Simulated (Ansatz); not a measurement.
The parent structure is BaTe in the rock salt structure (space group Fm-3m, No. 225; a = 6.9414 Å). Axes: x, y, z lie along the cube axes.

One thing is altered: biaxial strain +2.50 %, plane normal [001], relaxed out of plane (Cartesian); in-plane vectors clamped, the third vector and the atoms free.

Calculations: PBEsol/PAW in Ansatz (a quantum-chemistry and plane-wave program), no spin-orbit coupling.

Problem. Give the band edges at the high-symmetry points of the new zone, measured from its valence-band maximum.

Solution. 
```
point  valence edge (eV)  conduction edge (eV)
-----  -----------------  --------------------
Γ                   0.00                  2.66
X                  -0.35                  1.51
P                  -0.99                  3.54
N                  -1.09                  3.96
M                  -0.46                  1.50
S                  -0.75                  2.38
S₀                 -0.75                  2.38
R                  -0.89                  3.18
G                  -0.89                  3.18
```

The gap is 1.50 eV, indirect, Γ → M.

Spin-orbit coupling, missing from the scalar runs, can matter with Te. Stability against distortions was not tested. Labels are those of the standard path for the cell's own space group.
